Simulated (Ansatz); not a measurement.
Base system: TaN in the rock salt structure (space group Fm-3m, No. 225; a = 4.375 Å).

Perturbation: every N is replaced by Br; the structure is relaxed again.

Levels (all Ansatz, a program for electronic structure, PAW, earlier PAW set): PBEsol (420 eV, no SOC); PBEsol+SOC (420 eV, with spin-orbit coupling).

The geometry is relaxed with PBEsol.

| Quantity | Result |
|---|---|
| PBEsol pressure | 0.0 GPa |

Question: How does going to PBEsol+SOC change the pressure?

Answer: The pressure goes from zero to 0.3 GPa.

Single points use the geometry relaxed with PBEsol. The spin-orbit shifts are approximate. Stability against distortions was not tested. As relaxed here, TaBr is a hypothetical phase, not in the database extracts checked. No Hubbard U is applied, and correlation can decide whether such a compound is a metal. The runs without spin-orbit coupling are not spin-polarised. TaBr has a high density of states at the Fermi level and may be magnetic at this level. This is not the structure that TaN has at room temperature and ambient pressure.
